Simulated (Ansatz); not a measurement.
1T (CdI2-type) PtTe2, treated with PBE-D3(BJ)+SOC in Ansatz (PAW).

Numerical settings: plane-wave cutoff 520 eV, 18×18×12 k mesh (along the axes of the cell as run), Fermi–Dirac smearing 0.066 eV (set by the program), PAW data made under PBE.

Computed at the level's own relaxed cell.

Elastic tensor (GPa, Voigt notation, ions relaxed):

```
  163.3    52.9    44.7   -23.1     0.0     0.0
   52.9   163.3    44.7    23.1     0.0     0.0
   44.7    44.7    73.7     0.0     0.0     0.0
  -23.1    23.1     0.0    47.1     0.0     0.0
    0.0     0.0     0.0     0.0    47.1   -23.1
    0.0     0.0     0.0     0.0   -23.1    55.2
```

Work out the Voigt, Reuss and Hill averages of the bulk and shear moduli, Young's modulus and Poisson's ratio from the printed constants.

K_V = [C11 + C22 + C33 + 2(C12 + C13 + C23)]/9 = [400.3 + 2 × 142.3]/9 = 76.1 GPa. G_V = [400.3 − 142.3 + 3 × 149.4]/15 = 47.1 GPa. From the compliances S = C⁻¹, K_R = 64.6 and G_R = 36.4 GPa. Hill means: K = 70.3, G = 41.8 GPa. E = 9KG/(3K + G) = 105 GPa, ν = (3K − 2G)/(6K + 2G) = 0.25, K/G = 1.68.

The computed numbers hold no vibrational or temperature effects.

Ansatz is a quantum-chemistry and plane-wave program.
